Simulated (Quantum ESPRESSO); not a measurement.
Quick settings and what they miss: Sr₂Si₃Ni (P-6m2, 6 atoms in the cell)

Self-consistent single point.

```xyz
6
Lattice="4.0590 0.0000 0.0000 -2.0295 3.5152 0.0000 0.0000 0.0000 9.2760" Properties=species:S:1:pos:R:3 pbc="T T T"
Sr     0.0000     2.3434     2.2181
Sr     0.0000     2.3434     7.0579
Si     2.0295     1.1717     4.6380
Si     0.0000     0.0000     0.0000
Si     0.0000     0.0000     4.6380
Ni     2.0295     1.1717     0.0000
```

Computed with LDA (PZ), GBRV 1.5 ultrasoft (LDA) pseudopotentials (plane waves; Quantum ESPRESSO 7.5).

Base settings: ecutwfc = 50 Ry; ecutrho = 400 Ry; occupations = smearing; smearing = fd; degauss = 0.0073499 Ry; potentials = {Sr: sr_lda_v1.uspp.F.UPF, Si: si_lda_v1.uspp.F.UPF, Ni: ni_lda_v1.4.uspp.F.UPF}; K_POINTS = automatic 9 9 4 0 0 0; conv_thr = 1e-09 Ry; mixing_beta = 0.3.

Tight run (finer mesh or higher cutoff; not a proven limit): ecutwfc: 50 Ry → 70 Ry; ecutrho: 400 Ry → 560 Ry; conv_thr: 1e-09 Ry → 7.3e-11 Ry; K_POINTS: automatic 9 9 4 0 0 0 → automatic 13 13 6 0 0 0. It gave Fermi level (on the code's own zero) 8.66 eV; pressure -3.74 GPa; largest force (vector length) 0.063 eV/Å.

Quick runs, as changes from the base:
- A: the base itself
- B: ecutwfc: 50 Ry → 30 Ry; ecutrho: 400 Ry → 240 Ry; K_POINTS: automatic 9 9 4 0 0 0 → automatic 6 6 6 0 0 0
- C: smearing: fd → mp; degauss: 0.0073499 Ry → 0.019992 Ry; K_POINTS: automatic 9 9 4 0 0 0 → automatic 4 4 4 0 0 0
- D: ecutwfc: 50 Ry → 25 Ry; ecutrho: 400 Ry → 200 Ry; K_POINTS: automatic 9 9 4 0 0 0 → automatic 4 4 4 0 0 0
- E: ecutwfc: 50 Ry → 40 Ry; ecutrho: 400 Ry → 320 Ry; conv_thr: 1e-09 Ry → 7.3e-06 Ry; K_POINTS: automatic 9 9 4 0 0 0 → automatic 2 2 2 0 0 0
- F: ecutwfc: 50 Ry → 30 Ry; ecutrho: 400 Ry → 240 Ry; conv_thr: 1e-09 Ry → 7.3e-06 Ry; K_POINTS: automatic 9 9 4 0 0 0 → automatic 3 3 3 1 1 1

Energies are extrapolated to zero smearing width, which holds to low order in the width alone (under cold and Methfessel-Paxton smearing the free energy itself is taken).

Dashes: pressure of E, F, not trusted under this conv_thr with d or f elements.

The count of work is k-points × plane waves × bands × iterations; it is no time. Core times come from one kind of shared machine and are given to one figure; runs under 30 s give none.

The starting cell comes from a database of computed structures (which also holds hypothetical and non-ambient phases and stackings), without a prior relaxation at this level. Its lattice was rescaled by a random factor within 2.5 % of one. Spin polarisation is off. In the base run, with a pressure of about -4 GPa the cell is away from its equilibrium volume at this level.

```tsv
run	energy less tight (meV/atom)	pressure less tight (GPa)	largest miss in a force vector (eV/Å)	count of work / tight	core time / tight (rough)
A	2.2	0.06	0.023	0.29	0.3
B	358.4	-17.45	0.036	0.100	0.1
C	-24.2	0.33	0.025	0.095	0.2
D	1775.2	-66.81	0.011	0.039	0.05
E	131.5	–	0.548	0.018	0.06
F	370.0	–	0.153	0.024	0.05
```

Among the runs at the tight run's level, the energy misses run from 2.2 to 1775.2 meV/atom.
